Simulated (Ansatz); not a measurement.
Carrier properties of ZnS under load (space group P6_3mc)

Input:

```
CELL_PARAMETERS angstrom
      3.88685     0.00000     0.00000
     -1.94342     3.36611     0.00000
      0.00000     0.00000     6.10534
ATOMIC_POSITIONS crystal
  Zn 0.33333 0.66667 0.99643
  Zn 0.66667 0.33333 0.49643
  S  0.33333 0.66667 0.37857
  S  0.66667 0.33333 0.87857
```

Computed with PBE with spin-orbit coupling, rigid bands (plane waves, PAW; Ansatz, an electronic-structure program). Condition of this run: biaxial stress in the c plane of -4 GPa (compression positive) (the target of the relaxation). Cell: cell and atoms relaxed with PBEsol, then loaded as said.

```json
{
  "band_gap": "2.10 eV",
  "electron conductivity mass (300 K, dilute)": "0.185 mₑ",
  "hole conductivity mass (300 K, dilute)": "1.45 (x), 1.45 (y), 0.39 (z) mₑ",
  "effective density of states N_c (300 K)": "1.9e18 cm⁻³",
  "effective density of states N_v (300 K)": "2.0e19 cm⁻³",
  "density_of_states_mass_electrons": "0.179 mₑ",
  "density_of_states_mass_holes": "0.86 mₑ",
  "Seebeck coefficient, n-type 1e19 cm⁻³, 300 K": "-107 μV/K",
  "best n-type power factor at 300 K for τ = 10 fs (best axis; densities from 1e16 to 1e21 cm⁻³ tried, whether or not they can be reached)": "2.5 μW/(cm·K²) at 3e20 cm⁻³",
  "Seebeck coefficient, p-type 1e19 cm⁻³, 300 K": "299 μV/K"
}
```

Rigid bands; masses and Seebeck coefficients take one relaxation time τ for all states and one kind of carrier; polarons and phonon drag are left out. Geometry: cell and atoms relaxed with PBEsol.
